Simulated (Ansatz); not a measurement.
Phonon-limited resistivity of LiC12 (P6/mmm) against temperature in μΩ·cm, LDA, DFPT electron-phonon coupling, linearised Boltzmann equation (Ansatz, a quantum-chemistry and plane-wave program), harmonic crystal at a fixed cell. x, y and z are the axes of this cell:
```yaml
crystal:
  lattice:
    - [4.25797, 0.00000, 0.00000]
    - [-2.12898, 3.68751, 0.00000]
    - [0.00000, 0.00000, 6.84932]
  atoms:
    - { symbol: Li, position: [0.00000, 0.00000, 0.00000] }
    - { symbol: C, position: [0.66679, 0.66679, 0.73356] }
    - { symbol: C, position: [0.33321, 0.33321, 0.26644] }
    - { symbol: C, position: [0.00000, 0.66679, 0.73356] }
    - { symbol: C, position: [0.00000, 0.33321, 0.26644] }
    - { symbol: C, position: [0.33321, 0.00000, 0.73356] }
    - { symbol: C, position: [0.66679, 0.00000, 0.26644] }
    - { symbol: C, position: [0.33321, 0.33321, 0.73356] }
    - { symbol: C, position: [0.66679, 0.66679, 0.26644] }
    - { symbol: C, position: [0.00000, 0.33321, 0.73356] }
    - { symbol: C, position: [0.00000, 0.66679, 0.26644] }
    - { symbol: C, position: [0.66679, 0.00000, 0.73356] }
    - { symbol: C, position: [0.33321, 0.00000, 0.26644] }
```

```csv
T,"ρ (x, y)",ρ (z)
50 K,0.046,0.38
77 K,0.167,[?]
100 K,0.32,[?]
150 K,0.75,6.4
200 K,1.26,10.3
250 K,1.83,14.6
273 K,2.1,16.8
300 K,2.5,19.5
350 K,3.3,25
```

Task: Some entries are withheld; supply them.

Result: 
- 77 K, ρ (z): 1.54
- 100 K, ρ (z): 2.9

A metal at this level (no band gap). Only scattering by harmonic phonons is included (no impurities, grain boundaries, electron-electron scattering or thermal expansion). Spin-orbit coupling is left out. The squared frequency of the phonon mode least converged on the k mesh is uncertain by about 13 %. The run warned that the eigensolver left some states short of its tolerance. Halving the electron mesh (24x24x12) moves the resistivity by up to 13 %. Smearing 0.20 eV; phonons on a 4x4x2 q mesh, which this run doesn't test and which matters most at low temperature.

Computed structure with no diffraction record at hand here (it may be known, metastable or hypothetical): LiC12 (P6/mmm).
